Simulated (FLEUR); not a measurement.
Worked example: self-consistent single point of Na (Im-3m, 1 atom in the cell) in FLEUR.

Method of the run: PBE, all-electron FLAPW (FLEUR), scalar-relativistic valence in FLEUR.

The change in words: lattice scaled by 0.98. Reference geometry:
```xyz
1
Lattice="-2.0830 2.0830 2.0830 2.0830 -2.0830 2.0830 2.0830 2.0830 -2.0830" Properties=species:S:1:pos:R:3 pbc="T T T"
Na     0.0000     0.0000     0.0000
```

Reference input (self-consistent single point, DFT, PBE, all-electron FLAPW (FLEUR), scalar-relativistic valence): Kmax = 3.8 1/bohr; GmaxXC = 15.2 1/bohr; xcFunctional = pbe; jspins = 1; l_soc = F; mode = hist; fermiSmearingEnergy = 0.00367493 Htr; mesh (inpgen div1-3) = 8 8 8; inpgen gamma flag = true; Gmax = 15.2 1/bohr; numbands = 0; maxIterBroyd = 15. This run's input differs from it in these lines:

```diff
@@ -3,5 +3,5 @@
 &input film=f /
--3.9362711717 3.9362711717 3.9362711717
-3.9362711717 -3.9362711717 3.9362711717
-3.9362711717 3.9362711717 -3.9362711717
+-3.8575451814 3.8575451814 3.8575451814
+3.8575451814 -3.8575451814 3.8575451814
+3.8575451814 3.8575451814 -3.8575451814
 1.0
@@ -42,5 +42,5 @@
          <bravaisMatrix>
-            <row-1>   -3.9362711717000001     3.9362711717000001     3.9362711717000001</row-1>
-            <row-2>    3.9362711717000001    -3.9362711717000001     3.9362711717000001</row-2>
-            <row-3>    3.9362711717000001     3.9362711717000001    -3.9362711717000001</row-3>
+            <row-1>   -3.8575451813999999     3.8575451813999999     3.8575451813999999</row-1>
+            <row-2>    3.8575451813999999    -3.8575451813999999     3.8575451813999999</row-2>
+            <row-3>    3.8575451813999999     3.8575451813999999    -3.8575451813999999</row-3>
          </bravaisMatrix>
```

Output (repeated stretches shortened):

```
 Iteration:     1   Distance:       0.61376839 me/bohr^3
 Iteration:     2   Distance:       0.58400970 me/bohr^3
 Iteration:     3   Distance:       0.18881063 me/bohr^3
 Iteration:     4   Distance:       0.03568594 me/bohr^3
 Iteration:     5   Distance:       0.02800115 me/bohr^3
 Iteration:     6   Distance:       0.00270721 me/bohr^3
 Iteration:     7   Distance:       0.00185917 me/bohr^3
 Iteration:     8   Distance:       0.00012113 me/bohr^3
 Iteration:     9   Distance:       0.00000852 me/bohr^3
 Run finished successfully
 Stop message:
   Structural relaxation: Done

[file out, last iteration]
             iter=     10
[...]
          total density-effective poten   -2.4740255153E+02
          total charge density-energy d   -1.4363362600E+01
 Updated energy parameters for spin:           1
[...]
 fermi energy and band-weighting factors:

[...]
FERMIE:
          first approx. to ef    (T=0)  :   0.030547 htr   (energy of the highest occ. eigenvalue)
          number of occ. states  (T=0)  :        131
          first approx. to seigv (T=0)  :  -9.206506 htr
          sum of weights of occ. states :   4.580078
          sum of semicore charge        :   0.000000 e
FERHIS:  Fermi-Energy by histogram:
          bandgap                     :   0.000301 htr
   [... lines left out ...]
          charge neutrality (T=0)     :   0.160156    (zero if the highest occ. eigenvalue is "entirely" occupied)
     EF_NEWTON:  Adjust Fermi-Energy by Newton-Method.
 Direct bandgap for spin            1 :   0.14491152280021877       Htr
   [... lines left out ...]
 ---->    (input%tkb*entropy) TS=              0.0007171999 htr
 ---->    free energy=                      -162.4345222600 htr
      extrapolation for T->0
 ---->    total electron energy=            -162.4341636601 htr
 ***** TOTAL FORCES ON ATOMS *****
 TOTAL FORCE FOR ATOM TYPE=  1  X=  0.000   Y=  0.000   Z=  0.000
                       FX_TOT= 0.000000 FY_TOT= 0.000000 FZ_TOT= 0.000000
 Structural relaxation: Done
```

The run converged in 9 iterations. FLEUR gives forces in its relaxation mode, with a further iteration, so its stop message speaks of a relaxation. Against the reference run the free energy goes up by 6.7 meV/atom.

The starting cell comes from a database of computed structures (which also holds hypothetical and non-ambient phases and stackings), without a prior relaxation at this level. Its lattice was rescaled by a random factor within 2.5 % of one. For this run, on top of that: lattice scaled by 0.98. Values depend on the basis (sphere radii, cutoffs, local orbitals), which need not be converged. The log's line on a gap gives a spacing of levels on this mesh, which the program prints for metals too.
